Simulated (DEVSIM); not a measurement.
System: Si n-i-p diode, at 350 K.

```tsv
layer (left to right)	material	thickness (μm)	Nd (cm⁻³)	Na (cm⁻³)	τn (s)	τp (s)
1	Si	0.860	1.3e19	-	0.00048	0.00048
2	Si	0.620	-	4.7e12	0.00048	0.00048
3	Si	0.550	-	4.7e18	0.00048	0.00048
```

Left contact: ohmic. Right contact: ohmic. Voltage is applied to the left contact. Recombination: SRH at mid-gap, radiative, Auger. Mobility is constant in doping.

The device is made up for the run: typed textbook-type constants, with dimensions and the other settings drawn at random. Values at 300 K; Nc and Nv go as T^1.5, mobilities as T to minus their exponent, the gap by Varshni's rule with the affinity fixed.

```csv
parameter,Si
gap (eV),1.124
affinity (eV),4.05
permittivity,11.7
Nc (cm⁻³),2.86e19
Nv (cm⁻³),3.1e19
μn (cm²/Vs),1417
μp (cm²/Vs),470
T exponent of μn,2.3
T exponent of μp,2.2
B (cm³/s),4.7e-15
Cn (cm⁶/s),2.8e-31
Cp (cm⁶/s),9.9e-32
Varshni α (eV/K),0.000473
Varshni β (K),636
```

DEVSIM, 1D drift-diffusion, Boltzmann statistics, complete ionisation; no tunnelling, impact ionisation, image-force lowering or self-heating.

Q: Tabulate band edges, carrier densities and field at zero bias.

A: Energies count from the Fermi level of the right contact; mesh points crowd at the junctions.

```json
[
 {"x (μm)": "0.000", "Ec (eV)": "0.031", "Ev (eV)": "-1.080", "n (cm⁻³)": "1.3e19", "p (cm⁻³)": "11000", "field (V/cm)": "≈ 0"},
 {"x (μm)": "0.02547", "Ec (eV)": "0.031", "Ev (eV)": "-1.080", "n (cm⁻³)": "1.3e19", "p (cm⁻³)": "11000", "field (V/cm)": "≈ 0"},
 {"x (μm)": "0.07639", "Ec (eV)": "0.031", "Ev (eV)": "-1.080", "n (cm⁻³)": "1.3e19", "p (cm⁻³)": "11000", "field (V/cm)": "≈ 0"},
 {"x (μm)": "0.1862", "Ec (eV)": "0.031", "Ev (eV)": "-1.080", "n (cm⁻³)": "1.3e19", "p (cm⁻³)": "11000", "field (V/cm)": "≈ 0"},
 {"x (μm)": "0.4950", "Ec (eV)": "0.031", "Ev (eV)": "-1.080", "n (cm⁻³)": "1.3e19", "p (cm⁻³)": "11000", "field (V/cm)": "≈ 0"},
 {"x (μm)": "0.6902", "Ec (eV)": "0.031", "Ev (eV)": "-1.080", "n (cm⁻³)": "1.3e19", "p (cm⁻³)": "11000", "field (V/cm)": "≈ 0"},
 {"x (μm)": "0.7878", "Ec (eV)": "0.031", "Ev (eV)": "-1.080", "n (cm⁻³)": "1.3e19", "p (cm⁻³)": "11000", "field (V/cm)": "≈ 0"},
 {"x (μm)": "0.8467", "Ec (eV)": "0.031", "Ev (eV)": "-1.080", "n (cm⁻³)": "1.3e19", "p (cm⁻³)": "11000", "field (V/cm)": "13"},
 {"x (μm)": "0.8692", "Ec (eV)": "0.150", "Ev (eV)": "-0.960", "n (cm⁻³)": "2.5e17", "p (cm⁻³)": "580000", "field (V/cm)": "49000"},
 {"x (μm)": "0.9033", "Ec (eV)": "0.237", "Ev (eV)": "-0.874", "n (cm⁻³)": "1.4e16", "p (cm⁻³)": "1.0e7", "field (V/cm)": "16000"},
 {"x (μm)": "0.9704", "Ec (eV)": "0.324", "Ev (eV)": "-0.786", "n (cm⁻³)": "7.7e14", "p (cm⁻³)": "1.9e8", "field (V/cm)": "12000"},
 {"x (μm)": "1.170", "Ec (eV)": "0.554", "Ev (eV)": "-0.557", "n (cm⁻³)": "3.8e11", "p (cm⁻³)": "3.7e11", "field (V/cm)": "11000"},
 {"x (μm)": "1.335", "Ec (eV)": "0.743", "Ev (eV)": "-0.368", "n (cm⁻³)": "7.2e8", "p (cm⁻³)": "2.0e14", "field (V/cm)": "12000"},
 {"x (μm)": "1.419", "Ec (eV)": "0.844", "Ev (eV)": "-0.266", "n (cm⁻³)": "2.5e7", "p (cm⁻³)": "5.7e15", "field (V/cm)": "14000"},
 {"x (μm)": "1.472", "Ec (eV)": "0.960", "Ev (eV)": "-0.151", "n (cm⁻³)": "550000", "p (cm⁻³)": "2.6e17", "field (V/cm)": "51000"},
 {"x (μm)": "1.493", "Ec (eV)": "1.047", "Ev (eV)": "-0.064", "n (cm⁻³)": "30000", "p (cm⁻³)": "4.7e18", "field (V/cm)": "220"},
 {"x (μm)": "1.531", "Ec (eV)": "1.047", "Ev (eV)": "-0.064", "n (cm⁻³)": "30000", "p (cm⁻³)": "4.7e18", "field (V/cm)": "≈ 0"},
 {"x (μm)": "1.605", "Ec (eV)": "1.047", "Ev (eV)": "-0.064", "n (cm⁻³)": "30000", "p (cm⁻³)": "4.7e18", "field (V/cm)": "≈ 0"},
 {"x (μm)": "1.806", "Ec (eV)": "1.047", "Ev (eV)": "-0.064", "n (cm⁻³)": "30000", "p (cm⁻³)": "4.7e18", "field (V/cm)": "≈ 0"},
 {"x (μm)": "1.933", "Ec (eV)": "1.047", "Ev (eV)": "-0.064", "n (cm⁻³)": "30000", "p (cm⁻³)": "4.7e18", "field (V/cm)": "≈ 0"},
 {"x (μm)": "1.993", "Ec (eV)": "1.047", "Ev (eV)": "-0.064", "n (cm⁻³)": "30000", "p (cm⁻³)": "4.7e18", "field (V/cm)": "≈ 0"},
 {"x (μm)": "2.030", "Ec (eV)": "1.047", "Ev (eV)": "-0.064", "n (cm⁻³)": "30000", "p (cm⁻³)": "4.7e18", "field (V/cm)": "≈ 0"}
]
```
